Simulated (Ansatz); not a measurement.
**Worked example: self-consistent single point of Ca (Fm-3m, 1 atom in the cell) in Ansatz (a quantum-chemistry and plane-wave program)**

Level of theory: PBEsol, default PAW files made with PBE (plane waves; Ansatz).

This input was run:

Ansatz 0.2 input:
```yaml
crystal:
  lattice:
    - [0.000000, 2.798370, 2.798370]
    - [2.798370, 0.000000, 2.798370]
    - [2.798370, 2.798370, 0.000000]
  atoms:
    - { symbol: Ca, position: [0.000000, 0.000000, 0.000000] }
basis:
  ecutwfc: 420.0 eV
kpoints:
  mp_grid: { grid: [10, 10, 10] }
hamiltonian:
  xc: pbesol
  pseudopotentials: { kind: paw }
scf:
  occupations: { method: gaussian, width: 0.1 eV }
output:
  forces: true
  eigenvalues: true
  stress: true
```

The program printed (abridged):

```
WARN ansatz: RAYON_NUM_THREADS=1 ignored (pool sized by the plan → 1); use --threads N
Pseudopotentials: kind: paw
Pseudopotential: Ca, paw, valence charge 10
Crystal: 1 atoms, lattice volume = 43.827 Å³
Basis set: ecut = 420 eV, 869 PW (Γ), exchange–correlation on 54×54×54 points (8 copies of the dense FFT grid, shifted against one another)
Bands: 9, of which v1, the nominal top of the filled ones, is band 5 counted from 1 (4 counted from 0)
Symmetry: 48 space group operations
Space group: Fm-3m (ITA 225), of the structure as read, at distance tolerance 3.5e-5 Å
k-points: 47 of 1000
PAW frozen core: Ca, regenerated for the run's functional, and the local potential with it
Initial density: superposition of atomic densities (neutral atoms: chi_scale 0, normalization atom), corrected by the library's trained network
Initial wavefunctions: pseudopotential atomic-orbital guess
Eigensolver: davidson
Functional: x = pbesol(κ = 0.804, μ = 0.12345679012345678), c = pbesol(β = 0.046)
SCF iter   1: F=—  HF=-1793.724558 eV  |F-HF|=—  |Δ(HF+E_count)|=         —  Δρ=2.08e-3  dr2=2.03e-3  ethr=1.77e-3  ⟨swp⟩=5.6  Hψ=3386  notcnv=0
all-band conjugate gradients solve this SCF's bands
preconditioner: auto → none
SCF iter   2: F=—  HF=-1793.724066 eV  |F-HF|=—  |Δ(HF+E_count)|=   4.92e-4  Δρ=9.72e-4  dr2=4.92e-4  ethr=2.03e-5  ⟨swp⟩=2.0  Hψ=959  notcnv=0
SCF iter   3: F=—  HF=-1793.723904 eV  |F-HF|=—  |Δ(HF+E_count)|=   1.63e-4  Δρ=1.47e-4  dr2=1.07e-5  ethr=4.92e-6  ⟨swp⟩=2.7  Hψ=664  notcnv=0
SCF iter   4: F=—  HF=-1793.723902 eV  |F-HF|=—  |Δ(HF+E_count)|=   2.07e-6  Δρ=2.78e-5  dr2=6.56e-7  ethr=1.07e-7  ⟨swp⟩=2.7  Hψ=628  notcnv=0
iter 5 did not close the SCF: its close was put off for the readings that it lacked (scf_convergence_deferred on its scf_iter line)
SCF iter   5: F=-1793.723902 eV  HF=-1793.723902 eV  |F-HF|=3.25e-8  |Δ(HF+E_count)|=   2.86e-7  Δρ=7.27e-6  dr2=4.92e-8  ethr=6.56e-9  ⟨swp⟩=2.5  Hψ=660  notcnv=0
SCF iter   6: F=-1793.723902 eV  HF=-1793.723902 eV  |F-HF|=5.46e-12  |Δ(HF+E_count)|=   2.00e-8  Δρ=2.99e-7  dr2=1.47e-11  ethr=4.92e-10  ⟨swp⟩=2.1  Hψ=1575  notcnv=0
SCF 1 converged in 6 iterations: F = -1793.723902 eV  dr2 = 1.47e-11
SCF converged after 6 iterations
Free energy (F): -1793.723902 eV
Harris-Foulkes:  -1793.723902 eV  (|F-HF|=5.46e-12)
Internal energy: -1793.717485 eV  (E = F + TS)
E sigma→0 (E₀):  -1793.720693 eV
Entropy (-TS):   -0.006416 eV (-6.416 meV/atom)
Fermi energy:    4.637635 eV
--- Per-component energies (eV) ---
  E_band       = -178.352215
  E_kinetic    = 274.726406
  E_local      = -860.314132  (includes V_loc(G=0)·N_el)
  E_nonlocal   = 64.603893
  E_hartree    = 287.607569
  E_xc         = -133.969028
  E_vxc        = -167.823266  (∫ρ·V_xc dr)
  E_paw        = -836.679873  (= ΣΔE_a)
  E_vpaw       = -64.760187  (= ΣTr[D̂ρ^β])
  E_aug_tail   = -0.000006  (compensation charges beyond the density's cutoff)
  E_ewald      = -589.811108
  E_core_change = 0.118794  (= ΣΔE_core)
  E_smearing   = -0.006416  (= −TS)
  E_closure    = 0.000000  (closes the sum)
  Σ components = -1793.723902   (vs F -1793.723902, Δ=0.00e0)
--- Forces (eV/Å), atoms counted from 1 ---
  atom   1  Ca     0.00000000     0.00000000     0.00000000
  max |Σ_I F_I| component: 7.81e-32 eV/Å
--- Stress (GPa, compression-positive) ---
       -1.233687      -0.000000       0.000000
       -0.000000      -1.233687       0.000000
        0.000000       0.000000      -1.233687
  P = ⅓ Tr σ = -1.2337 GPa (-12.337 kbar)
  The stress holds the Pulay correction. Without it, at fixed plane waves, as pw.x and ABINIT print it: P = -1.2345 GPa
--- Band table (eV; the first three rows and the last of 47) ---
  k-point 0: bands = ["-37.3334", "-18.3304", "-18.3304", "-18.3304", "0.6533", "6.8882", "6.8882", "6.8882", "7.9160"]
  k-point 1: bands = ["-37.3323", "-18.3422", "-18.3320", "-18.3320", "0.8185", "6.7148", "6.9481", "6.9481", "7.8663"]
  k-point 2: bands = ["-37.3294", "-18.3728", "-18.3363", "-18.3363", "1.2989", "6.2775", "7.0334", "7.0334", "7.8448"]
  k-point 46: bands = ["-37.3181", "-18.4210", "-18.3994", "-18.3761", "4.7510", "5.2470", "5.3368", "7.2308", "8.7493"]
```

The run converged in 6 iterations.

The starting cell has typed, rounded lattice constants, without a prior relaxation at this level. Its lattice was rescaled by up to half a per cent. Ansatz's pressure includes its estimate of the finite-basis (Pulay) stress.
